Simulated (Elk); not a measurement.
**A self-consistent single point of TaAs (I4_1md, 4 atoms in the cell) with Elk**

Computed with Elk 10.2.4 with PBE, all-electron FP-LAPW, Elk's shipped species files, LAPW+lo basis.

Input as run:

```
tasks
  0

xctype
  20

rgkmax
  7.5

gmaxvr
  16.0

nxoapwlo
  1

rmtscf
  0.88

stype
  0

swidth
  0.00367493

scale
  11.8255548

avec
   -0.2710192364    0.2710192364    0.9236325823
    0.2710192364   -0.2710192364    0.9236325823
    0.2710192364    0.2710192364   -0.9236325823

sppath
  './'

atoms
  2   : nspecies
  'Ta.in'   : spfname
  2   : natoms; atposl, bfcmt below
  0.4999700000  0.9999700000  0.5000000000    0.0 0.0 0.0
  0.7499700000  0.7499700000  0.0000000000    0.0 0.0 0.0
  'As.in'   : spfname
  2   : natoms; atposl, bfcmt below
  0.0826300000  0.5826300000  0.5000000000    0.0 0.0 0.0
  0.3326300000  0.3326300000  0.0000000000    0.0 0.0 0.0

ngridk
  8 8 8
```

The program printed (abridged):

```
│ Elk code version 10.2.4 │

All units are atomic (Hartree, Bohr, etc.)

│ Ground-state run starting from atomic densities │

Lattice vectors :
  -3.204952832       3.204952832       10.92246772
   3.204952832      -3.204952832       10.92246772
   3.204952832       3.204952832      -10.92246772

Unit cell volume      :    448.7702364
Brillouin zone volume :   0.5527332103

Muffin-tin inner radius fraction :   0.1000000000E-01

Nuclei treated as point charges

Species :    1 (Ta)
 parameters loaded from : Ta.in
 name : tantalum
 nuclear charge    :   -73.00000000
 electronic charge :    73.00000000
 atomic mass :    329847.8433
 muffin-tin radius :    2.464000000
 number of radial points in muffin-tin :    697
 atomic positions (lattice), magnetic fields (Cartesian) :
   1 :   0.00000000  0.00000000  0.00000000    0.00000000  0.00000000  0.00000000
   2 :   0.25000000  0.75000000  0.50000000    0.00000000  0.00000000  0.00000000

Species :    2 (As)
 parameters loaded from : As.in
 name : arsenic
 nuclear charge    :   -33.00000000
 electronic charge :    33.00000000
 atomic mass :    136573.7219
 muffin-tin radius :    2.112000000
 number of radial points in muffin-tin :    497
 atomic positions (lattice), magnetic fields (Cartesian) :
   1 :   0.58266000  0.58266000  0.00000000    0.00000000  0.00000000  0.00000000
   2 :   0.83266000  0.33266000  0.50000000    0.00000000  0.00000000  0.00000000

Total number of atoms per unit cell :    4

Spin treatment :
 spin-unpolarised

Number of Bravais lattice symmetries :   16
Number of crystal symmetries         :    8
Crystal has no inversion symmetry
Complex Hermitian eigensolver will be used

k-point grid :      8     8     8
k-point offset :    0.000000000       0.000000000       0.000000000
k-point set is reduced with full crystal symmetry group
Total number of k-points :      100

Muffin-tin radius times maximum |G+k| :    7.500000000
 using average radius
Maximum |G+k| for APW functions       :    3.277972028
Maximum (1/2)|G+k|²                   :    5.372550308
Maximum |G| for potential and density :    16.00000000
 potential will be trimmed for |G| > 2 gkmax
Constant for pseudocharge density :   10
Radial integration step length :    4

G-vector grid sizes :     63    63    63
Number of G-vectors :    30939

Maximum angular momentum used for
 APW functions                      :    8
 outer part of muffin-tin           :    6
 inner part of muffin-tin           :    1

Total nuclear charge    :   -212.0000000
Total core charge       :    128.0000000
Total valence charge    :    84.00000000
Total excess charge     :    0.000000000
Total electronic charge :    212.0000000

Effective Wigner radius, rₛ :   0.7965258202

Number of empty states         :   16
Total number of valence states :   58
Total number of core states    :  128

Total number of local-orbitals :   84

Exchange-correlation functional :     20     0     0
 Perdew-Burke-Ernzerhof, Phys. Rev. Lett. 77, 3865 (1996)
 gradient requirement :    1
 generalised gradient approximation (GGA)

Smearing type :    0
 Gaussian
Smearing width :   0.3674930000E-02
Effective electronic temperature (K) :    1160.451112

Mixing type :    3
 Broyden mixing, J. Phys. A: Math. Gen. 17, L317 (1984)

Kohn-Sham potential initialised from atomic data

│ Self-consistent loop started │
│ Loop number : 1 │
 total energy                :     -35775.5371340
│ Loop number : 2 │
 total energy                :     -35776.1176390
RMS change in Kohn-Sham potential (target) :   0.1889011138     (  0.1000000000E-05)
Absolute change in total energy (target)   :   0.5805050660     (  0.1000000000E-03)
│ Loop number : 3 │
 total energy                :     -35776.4080867
RMS change in Kohn-Sham potential (target) :   0.1823149504     (  0.1000000000E-05)
Absolute change in total energy (target)   :   0.4355739424     (  0.1000000000E-03)
│ Loop number : 4 │
 total energy                :     -35775.6625049
RMS change in Kohn-Sham potential (target) :   0.1259398476     (  0.1000000000E-05)
Absolute change in total energy (target)   :   0.6366883099     (  0.1000000000E-03)
│ Loop number : 5 │
 total energy                :     -35775.2551510
RMS change in Kohn-Sham potential (target) :   0.4906765558E-01 (  0.1000000000E-05)
Absolute change in total energy (target)   :   0.5665259878     (  0.1000000000E-03)
│ Loop number : 6 │
 total energy                :     -35775.0742526
RMS change in Kohn-Sham potential (target) :   0.1342511559E-01 (  0.1000000000E-05)
Absolute change in total energy (target)   :   0.3225299054     (  0.1000000000E-03)
│ Loop number : 7 │
 total energy                :     -35774.9396960
RMS change in Kohn-Sham potential (target) :   0.2400287299E-03 (  0.1000000000E-05)
Absolute change in total energy (target)   :   0.2151891022     (  0.1000000000E-03)
│ Loop number : 8 │
 total energy                :     -35774.8770226
RMS change in Kohn-Sham potential (target) :   0.1155913364E-03 (  0.1000000000E-05)
Absolute change in total energy (target)   :   0.1164706384     (  0.1000000000E-03)
│ Loop number : 9 │
 total energy                :     -35774.8498670
RMS change in Kohn-Sham potential (target) :   0.8300936809E-04 (  0.1000000000E-05)
Absolute change in total energy (target)   :   0.5627324823E-01 (  0.1000000000E-03)
│ Loop number : 10 │
 total energy                :     -35774.8434662
RMS change in Kohn-Sham potential (target) :   0.2664521926E-04 (  0.1000000000E-05)
Absolute change in total energy (target)   :   0.2046916881E-01 (  0.1000000000E-03)
│ Loop number : 11 │
 total energy                :     -35774.8381509
RMS change in Kohn-Sham potential (target) :   0.1383673463E-04 (  0.1000000000E-05)
Absolute change in total energy (target)   :   0.1043259610E-01 (  0.1000000000E-03)
│ Loop number : 12 │
 total energy                :     -35774.8384457
RMS change in Kohn-Sham potential (target) :   0.1256821649E-04 (  0.1000000000E-05)
Absolute change in total energy (target)   :   0.2313272656E-02 (  0.1000000000E-03)
│ Loop number : 13 │
 total energy                :     -35774.8391137
RMS change in Kohn-Sham potential (target) :   0.4473875081E-05 (  0.1000000000E-05)
Absolute change in total energy (target)   :   0.8966879250E-04 (  0.1000000000E-03)
│ Loop number : 14 │
 total energy                :     -35774.8395009
RMS change in Kohn-Sham potential (target) :   0.3319460019E-06 (  0.1000000000E-05)
Absolute change in total energy (target)   :   0.4095503900E-03 (  0.1000000000E-03)
│ Loop number : 15 │
 total energy                :     -35774.8395211
RMS change in Kohn-Sham potential (target) :   0.5408391404E-07 (  0.1000000000E-05)
Absolute change in total energy (target)   :   0.1225966698E-03 (  0.1000000000E-03)
│ Loop number : 16 │
 total energy                :     -35774.8395191
RMS change in Kohn-Sham potential (target) :   0.3262431643E-07 (  0.1000000000E-05)
Absolute change in total energy (target)   :   0.2862969995E-04 (  0.1000000000E-03)
Convergence targets achieved

│ Loop number : 17 │

Energies :
 Fermi                       :     0.463632572410
 sum of eigenvalues          :     -21705.7591038
 electron kinetic            :      39707.1764498
 core electron kinetic       :      38166.4503093
 Coulomb                     :     -74678.4378965
 Coulomb potential           :     -60363.2342491
 nuclear-nuclear             :     -2954.29039823
 electron-nuclear            :     -83085.0607475
 Hartree                     :      11360.9132492
 Madelung                    :     -44496.8207720
 xc potential                :     -1049.70130444
 exchange                    :     -791.524821045
 correlation                 :     -12.0532484673
 total energy                :     -35774.8395163

Density of states at Fermi energy :    25.76362734
 (states/Hartree/unit cell)

Estimated indirect band gap :   0.2096095300E-02
 from k-point     68 to k-point     88
Estimated direct band gap   :   0.3958197800E-02
 at k-point     88

Charges :
 core                        :    128.0000000
 valence                     :    84.00000000
 interstitial                :    8.733903314
 muffin-tins (core leakage)
  species :    1 (Ta)
   atom    1                 :    70.74873459     (  0.2427358012E-05)
   atom    2                 :    70.74873459     (  0.2427358012E-05)
  species :    2 (As)
   atom    1                 :    30.88431375     (  0.8365689169E-03)
   atom    2                 :    30.88431375     (  0.8365689169E-03)
 total in muffin-tins        :    203.2660967
 total calculated charge     :    211.9789006
 total charge                :    212.0000000
 error                       :   0.2109941468E-01

│ Self-consistent loop stopped │
```

The run converged in 17 iterations. The count includes the last loop, which Elk runs after its targets are met.

The starting cell comes from a database of computed structures (which also holds hypothetical and non-ambient phases and stackings), without a prior relaxation at this level. Its lattice was rescaled by a random factor within 2.5 % of one. Spin-orbit coupling is off. Spin polarisation is off. Values depend on the basis (sphere radii, cutoffs, local orbitals), which need not be converged. The log's line on a gap gives a spacing of levels on this mesh, which the program prints for metals too.

Cost on one core of a shared machine: roughly 3 min.
